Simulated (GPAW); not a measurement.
## Relaxation of cell and atoms of Ga (Cmce, 4 atoms in the cell) at several settings

```yaml
crystal:
  lattice:
    - [2.21603, -3.79899, 0.00000]
    - [2.21603, 3.79899, 0.00000]
    - [0.00000, 0.00000, 4.55550]
  atoms:
    - { symbol: Ga, position: [0.65570, 0.34430, 0.41540] }
    - { symbol: Ga, position: [0.34430, 0.65570, 0.58460] }
    - { symbol: Ga, position: [0.84430, 0.15570, 0.91540] }
    - { symbol: Ga, position: [0.15570, 0.84430, 0.08460] }
```

Base: PBE, GPAW PAW datasets PBE (gpaw-data 1.0.1) in GPAW. Its settings: mode = pw; ecut = 600 eV; xc = PBE; kpts = 6 6 5; mesh shift (steps) = 0.5 0.5 0.5; occupations.name = methfessel-paxton; occupations.width = 0.136 eV; occupations.order = 1; nbands = -12; convergence.density = 1e-05 e/electron; convergence.energy = 1e-05 eV/electron; symmetry.symmorphic = false; symmetry.tolerance = 0.0005; maxiter = 150. Starting volume 19.18 Å³ per atom.

Each line gives the change from the base single point and the result:

- optimizer: default → BFGS; fmax: default → 0.05 eV/Å; scalar_pressure: default → 10 GPa: pressure 10.03 GPa; largest force (vector length) 0.031 eV/Å; final cell a = 4.3184 Å, b = 4.3184 Å, c = 4.4234 Å, α = 90.00°, β = 90.00°, γ = 120.32°; final volume per atom 17.80 Å³; relaxation steps 7; free energy against the base single point 56.7 meV/atom.
- ecut: 600 eV → 840 eV; optimizer: default → BFGS; fmax: default → 0.05 eV/Å: pressure 0.11 GPa; largest force (vector length) 0.025 eV/Å; final cell a = b = 4.4964 Å, c = 4.6921 Å, α = β = 90.00°, γ = 120.08°; final volume per atom 20.52 Å³; relaxation steps 10; free energy against the base single point -16.9 meV/atom.
- xc: PBE → LDA; optimizer: default → BFGS; fmax: default → 0.05 eV/Å; potentials: GPAW PAW datasets LDA (gpaw-data 1.0.1) [DFT LDA (Perdew-Wang 92), plane waves, GPAW PAW datasets LDA (gpaw-data 1.0.1)]: pressure -0.08 GPa; largest force (vector length) 0.026 eV/Å; final cell a = b = 4.361 Å, c = 4.507 Å, α = β = 90.00°, γ = 119.62°; final volume per atom 18.63 Å³; relaxation steps 4.

The starting cell comes from a database of computed structures (which also holds hypothetical and non-ambient phases and stackings), without a prior relaxation at this level.
